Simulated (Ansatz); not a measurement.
LiF (P6_3mc), PBEsol, rigid bands (Ansatz, a first-principles code): N_v = 2.26e20 cm⁻³ at 300 K and a hole conductivity mass of 1.58 mₑ along z (a = (3.10, 0.00, 0.00) Å; b = (-1.55, 2.68, 0.00) Å; c = (0.00, 0.00, 4.81) Å).

### Question
For 1e17 holes per cm³ at 300 K, place the Fermi level, estimate the Seebeck coefficient of a parabolic band with constant τ, and give mobility and conductivity for τ = 10 fs.

### Answer
The level lies k_BT ln(N_v/p) = 0.200 eV above the valence-band maximum. S ≈ +(k_B/e)[ln(N_v/p) + 5/2] = 881 μV/K, against 883 μV/K from the full bands (mean over directions). μ = eτ/m = 11.1 cm²/(V·s) and σ = peμ = 0.178 S/cm. τ is assumed, not computed.

Band transport and this doping are assumed; polarons and phonon drag are left out. Spin-orbit coupling is left out.

Computed structure with no diffraction record at hand here (it may be known, metastable or hypothetical): LiF (P6_3mc).
